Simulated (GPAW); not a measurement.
Band structure of ZrB2 (P6/mmm, 3 atoms in the cell).

```yaml
crystal:
  lattice:
    - [3.16752, 0.00000, 0.00000]
    - [-1.58376, 2.74315, 0.00000]
    - [0.00000, 0.00000, 3.55239]
  atoms:
    - { symbol: Zr, position: [0.00000, 0.00000, 0.00000] }
    - { symbol: B, position: [0.33333, 0.66667, 0.50000] }
    - { symbol: B, position: [0.66667, 0.33333, 0.50000] }
```

Level of theory: PBE, GPAW PAW datasets PBE (gpaw-data 1.0.1) (plane waves; GPAW).

Settings: mode = pw; ecut = 900 eV; xc = PBE; kpts = 16 16 12; mesh shift (steps) = 0 0 0; occupations.name = fermi-dirac; occupations.width = 0.136 eV; nbands = -9; convergence.density = 1e-05 e/electron; symmetry.symmorphic = false; symmetry.tolerance = 0.0005; maxiter = 120; bandpath_npoints = 40.

The starting cell comes from a database of computed structures (which also holds hypothetical and non-ambient phases and stackings), without a prior relaxation at this level.

Levels in eV from the Fermi level, bands 6 to 13:
```
point      6      7      8      9    10    11    12    13
-----  -----  -----  -----  -----  ----  ----  ----  ----
Γ      -2.58  -2.57  -2.57  -2.40  3.39  3.39  4.11  4.11
M      -8.51  -3.90  -3.04  -2.65  2.21  2.29  4.94  4.97
K      -7.76  -6.88  -2.46  -2.46  1.55  1.55  3.19  8.48
A      -6.95  -0.93  -0.93   0.40  0.40  0.79  0.79  1.72
L      -7.01  -4.55  -4.09  -2.00  3.65  4.09  5.30  6.12
H      -8.70  -4.94  -2.65  -2.65  4.02  5.96  5.96  6.51
```

Bands cross the Fermi level along this path, so the cell is metallic at this level.
